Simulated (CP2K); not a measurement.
# A self-consistent single point of La2O3 (P-3m1, 5 atoms in the cell) with CP2K

Method: PBE, GPW, DZVP-MOLOPT-SR-GTH basis, GTH-PBE potentials (GTH_POTENTIALS) (CP2K).

Input as run:

```
&GLOBAL
  PROJECT scf
  RUN_TYPE ENERGY_FORCE
  PRINT_LEVEL MEDIUM
&END GLOBAL
&FORCE_EVAL
  METHOD Quickstep
  STRESS_TENSOR ANALYTICAL
  &DFT
    BASIS_SET_FILE_NAME BASIS_MOLOPT
    BASIS_SET_FILE_NAME BASIS_MOLOPT_UCL
    POTENTIAL_FILE_NAME GTH_POTENTIALS
    &QS
      METHOD GPW
      EPS_DEFAULT 1E-10
    &END QS
    &MGRID
      CUTOFF 500
      REL_CUTOFF 50
      NGRIDS 5
    &END MGRID
    &SCF
      SCF_GUESS ATOMIC
      EPS_SCF 1E-6
      MAX_SCF 100
      ADDED_MOS 8
      &DIAGONALIZATION
        ALGORITHM STANDARD
      &END DIAGONALIZATION
      &MIXING
        METHOD BROYDEN_MIXING
        ALPHA 0.2
        NBUFFER 10
      &END MIXING
    &END SCF
    &KPOINTS
      SCHEME MONKHORST-PACK 7 7 4
      GAMMA_CENTERED T
    &END KPOINTS
    &XC
      &XC_FUNCTIONAL PBE
      &END XC_FUNCTIONAL
    &END XC
    &PRINT
      &MO
        EIGENVALUES T
        OCCUPATION_NUMBERS T
        NDIGITS 8
        FILENAME mo
        &EACH
          QS_SCF 0
        &END EACH
        ADD_LAST NUMERIC
      &END MO
      &MULLIKEN ON
      &END MULLIKEN
    &END PRINT
  &END DFT
  &SUBSYS
    &CELL
      A 3.95908200 0.00000000 0.00000000
      B -1.97954100 3.42866500 0.00000000
      C 0.00000000 0.00000000 6.15595600
      PERIODIC XYZ
    &END CELL
    &COORD
      SCALED
      La       0.66666700     0.33333300     0.75376000
      La       0.33333300     0.66666700     0.24624000
      O        0.66666700     0.33333300     0.35411000
      O        0.33333300     0.66666700     0.64589000
      O        0.00000000     0.00000000     0.00000000
    &END COORD
    &KIND La
      BASIS_SET DZVP-MOLOPT-SR-GTH
      POTENTIAL GTH-PBE-q11
    &END KIND
    &KIND O
      BASIS_SET DZVP-MOLOPT-SR-GTH
      POTENTIAL GTH-PBE-q6
    &END KIND
  &END SUBSYS
  &PRINT
    &FORCES ON
    &END FORCES
    &STRESS_TENSOR ON
    &END STRESS_TENSOR
  &END PRINT
&END FORCE_EVAL
```

Log, with long lists cut:

```
 GLOBAL| Method name                                                        CP2K
 GLOBAL| Project name                                                        scf
 GLOBAL| Run type                                                   ENERGY_FORCE

 CELL| Volume [angstrom^3]:                                            83.563199
 CELL| Vector a [angstrom]:       3.959     0.000     0.000   |a| =     3.959082
 CELL| Vector b [angstrom]:      -1.980     3.429     0.000   |b| =     3.959081
 CELL| Vector c [angstrom]:       0.000     0.000     6.156   |c| =     6.155956
 CELL| Angle (b,c), alpha [degree]:                                    90.000000
 CELL| Angle (a,c), beta  [degree]:                                    90.000000
 CELL| Angle (a,b), gamma [degree]:                                   120.000004
 CELL| Numerically orthorhombic:                                              NO
 CELL| Periodicity                                                           XYZ

 DFT| Spin restricted Kohn-Sham (RKS) calculation                            RKS
 DFT| Multiplicity                                                             1
 DFT| Number of spin states                                                    1
 DFT| Charge                                                                   0
 DFT| XC density smoothing                                                  NONE
 DFT| XC derivatives                                                          PW

 QS| Method:                                                                 GPW
 QS| Density plane wave grid type                        NON-SPHERICAL FULLSPACE
 QS| Number of grid levels:                                                    5
 QS| Density cutoff [a.u.]:                                                250.0
 QS| Multi grid cutoff [a.u.]: 1) grid level                               250.0
   [... lines left out ...]
 BRILLOUIN| Wavefunction type                                            COMPLEX
 BRILLOUIN| List of Kpoints [2 Pi/Bohr]                                       99
 BRILLOUIN| Number           Weight            X              Y              Z
 BRILLOUIN|     1           0.01020       -0.42857       -0.42857       -0.25000
 BRILLOUIN|     2           0.01020       -0.42857       -0.42857        0.00000
 BRILLOUIN|     3           0.01020       -0.42857       -0.42857        0.25000
   [... 96 lines left out ...]
 *******************************************************************************

 Extrapolation method: initial_guess

 Re-scaling the density matrix to get the right number of electrons
                  # Electrons              Trace(P)               Scaling factor
                           40                40.000                        1.000

 Number of electrons:                                                         40
 Number of occupied orbitals:                                                 20
 Number of molecular orbitals:                                                28

 Number of orbital functions:                                                 91
 Number of independent orbital functions:                                     91
 SCF WAVEFUNCTION OPTIMIZATION

  Step     Update method      Time    Convergence         Total energy    Change
     1 NoMix/Diag. 0.20E+00      -     1.25209917      -112.3315418400 -1.12E+02
     2 Broy./Diag. 0.20E+00      -     0.22066728      -106.2202811287  6.11E+00
     3 Broy./Diag. 0.20E+00      -     0.17015973      -110.1566281580 -3.94E+00
     4 Broy./Diag. 0.20E+00      -     0.05287902      -111.9918770728 -1.84E+00
     5 Broy./Diag. 0.20E+00      -     0.04094897      -111.4244756509  5.67E-01
     6 Broy./Diag. 0.20E+00      -     0.01127161      -111.9351143127 -5.11E-01
     7 Broy./Diag. 0.20E+00      -     0.00133206      -111.8328685457  1.02E-01
   [... 3 lines left out ...]
    11 Broy./Diag. 0.20E+00      -     0.00004847      -111.8487526409  8.69E-04
    12 Broy./Diag. 0.20E+00      -     0.00002035      -111.8486216897  1.31E-04
    13 Broy./Diag. 0.20E+00      -     0.00000499      -111.8486446111 -2.29E-05
    14 Broy./Diag. 0.20E+00      -     0.00000163      -111.8486566145 -1.20E-05
    15 Broy./Diag. 0.20E+00      -     0.00000084      -111.8486780392 -2.14E-05
  *** SCF run converged in    15 steps ***

  Electronic density on regular grids:        -39.9999999963        0.0000000037
  Core density on regular grids:               39.9999999969       -0.0000000031
  Total charge density on r-space grids:        0.0000000006
  Total charge density g-space grids:           0.0000000006

  Overlap energy of the core charge distribution:               0.00000000000189
  Self energy of the core charge distribution:               -252.18037751602188
  Core Hamiltonian energy:                                     60.99334591769794
  Hartree energy:                                              98.81519690404761
  Exchange-correlation energy:                                -19.47684334488976

  Total energy:                                              -111.84867803916417

                     Mulliken Population Analysis

 #  Atom  Element  Kind  Atomic population                           Net charge
       1     La       1          9.880746                              1.119254
       2     La       1          9.880744                              1.119256
       3     O        2          6.722934                             -0.722934
       4     O        2          6.722934                             -0.722934
       5     O        2          6.792642                             -0.792642
 # Total charge                             40.000000                  0.000000

 ENERGY| Total FORCE_EVAL ( QS ) energy [hartree]           -111.848683203145384

 FORCES| Atomic forces [hartree/bohr]
 FORCES|   Atom     x               y               z               |f|
 FORCES|      1 -2.96576517E-07  2.05408989E-07 -2.20572543E-03   2.20572546E-03
 FORCES|      2  2.96576497E-07 -2.04743146E-07  2.20572305E-03   2.20572308E-03
 FORCES|      3 -6.46088522E-07  3.96935875E-07  6.36978972E-04   6.36979424E-04
 FORCES|      4  6.46088508E-07 -3.96315738E-07 -6.36975301E-04   6.36975752E-04
 FORCES|      5  1.58238149E-13 -1.33240867E-09 -1.16541363E-09   1.77017000E-09
 FORCES| Sum     1.24055138E-13 -4.64292235E-11  1.27319928E-10
 FORCES| Total atomic force                                       1.35521409E-10

 STRESS| Analytical stress tensor [bar]
 STRESS|                        x                   y                   z
 STRESS|      x        3.66604952968E+03  -2.27244163457E+01  -1.58057314762E-01
 STRESS|      y       -2.27244163457E+01   3.63806979130E+03   1.36004180959E-01
 STRESS|      z       -1.58057314762E-01   1.36004180959E-01   1.04326748866E+04
 STRESS| 1/3 Trace                                             5.91226473585E+03
```

The run converged in 15 iterations.

The starting cell comes from a database of computed structures (which also holds hypothetical and non-ambient phases and stackings), without a prior relaxation at this level. Its lattice was rescaled by a random factor within 2.5 % of one. Values carry the incompleteness of an atom-centred basis.

Cost on one core of a shared machine: roughly 2 min.
